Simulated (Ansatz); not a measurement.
Consider Cu vacancy in chalcopyrite CuGaSe2, charge state -1. All values below come from PBE, PAW (plane waves to 420 eV; Ansatz, a quantum-chemistry and plane-wave program).

Settings: 64 host sites, the relaxed PBE lattice, one k-point at (0.250, 0.250, 0.250), smearing 0.05 eV, spin-restricted, no image-charge correction. No zero-point or tunnelling terms. PBE gaps are too small, and in this host the defect's levels may merge with the bands. The charge state is imposed; whether it is stable for some Fermi level was not computed. Forms of the defect that were not tried may lie lower.

Barriers: single points on a 2×2×2 k-point mesh shifted by half a step at the bands' geometries.

Relaxed starting cell (atoms counted from 1):

```
CELL_PARAMETERS angstrom
     11.33965     0.00000     0.00000
      0.00000    11.33965     0.00000
      0.00000     0.00000    11.26718
ATOMIC_POSITIONS crystal
  Cu 0.99902 0.50121 0.00173
  Cu 0.49913 0.00095 0.00124
  Cu 0.49881 0.50095 0.00122
  Cu 0.00490 0.24424 0.24632
  Cu 0.99534 0.75485 0.24825
  Cu 0.49904 0.24992 0.25078
  Cu 0.50005 0.75065 0.25119
  Ga 0.24631 0.24802 0.00379
  Ga 0.24801 0.75254 0.99735
  Ga 0.75147 0.24891 0.99735
  Ga 0.75199 0.75267 0.00444
  Ga 0.24717 0.00343 0.24693
  Ga 0.24839 0.50114 0.24994
  Ga 0.75102 0.99739 0.24801
  Ga 0.75040 0.50013 0.24984
  Se 0.37592 0.37481 0.12535
  Se 0.37679 0.87429 0.12575
  Se 0.87726 0.37360 0.12585
  Se 0.87916 0.88069 0.12093
  Se 0.12284 0.37131 0.37350
  Se 0.12369 0.87302 0.37390
  Se 0.62364 0.37210 0.37472
  Se 0.62371 0.87226 0.37551
  Se 0.11751 0.11681 0.11669
  Se 0.12068 0.62666 0.12534
  Se 0.62163 0.12525 0.12493
  Se 0.62127 0.62464 0.12500
  Se 0.37302 0.12774 0.37547
  Se 0.37343 0.62818 0.37567
  Se 0.87381 0.12739 0.37455
  Se 0.87409 0.62897 0.37491
  Cu 0.24757 0.25014 0.50164
  Cu 0.24885 0.75201 0.50081
  Cu 0.74951 0.25004 0.50060
  Cu 0.75023 0.75173 0.50198
  Cu 0.24627 0.99621 0.75536
  Cu 0.24926 0.50005 0.75112
  Cu 0.75392 0.00496 0.75507
  Cu 0.75017 0.50067 0.75148
  Ga 0.99951 0.00093 0.50082
  Ga 0.99950 0.50069 0.49983
  Ga 0.49914 0.00081 0.50074
  Ga 0.49957 0.50081 0.50056
  Ga 0.99647 0.25006 0.75290
  Ga 0.00329 0.75264 0.75346
  Ga 0.49924 0.25034 0.75131
  Ga 0.50005 0.75173 0.75164
  Se 0.12630 0.12477 0.62753
  Se 0.12704 0.62498 0.62512
  Se 0.62735 0.12472 0.62630
  Se 0.62701 0.62554 0.62575
  Se 0.37266 0.12227 0.87485
  Se 0.37405 0.62208 0.87465
  Se 0.87954 0.12196 0.88047
  Se 0.87370 0.62311 0.87522
  Se 0.37095 0.37444 0.62448
  Se 0.37036 0.87545 0.62592
  Se 0.87078 0.37525 0.62429
  Se 0.87192 0.87530 0.62658
  Se 0.12403 0.37792 0.87594
  Se 0.11944 0.88011 0.88173
  Se 0.62354 0.37853 0.87578
  Se 0.62537 0.87855 0.87617
```
Cell charge -1.

End state 1 differs by these moves (Å; atoms that move under 0.08 Å are left out):

```csv
atom,element,Δx,Δy,Δz
1,Cu,-0.05,-0.05,0.04
4,Cu,-0.01,-2.70,-2.71
10,Ga,0.00,0.07,0.08
14,Ga,0.00,0.07,0.08
18,Se,0.02,-0.03,0.08
20,Se,-0.08,-0.03,-0.07
24,Se,0.04,0.16,0.17
32,Cu,-0.04,0.07,-0.05
```

What forward and backward barriers to end state 1 does PBE, PAW give?

forward 0.98 eV, backward 0.98 eV; at the saddle point atom 4 has neighbours Ga at 2.88, Ga at 3.05; Se at 2.36, Se at 2.65, Se at 2.70, 2 Se at 2.86 Å. The saddle point's order was not checked.
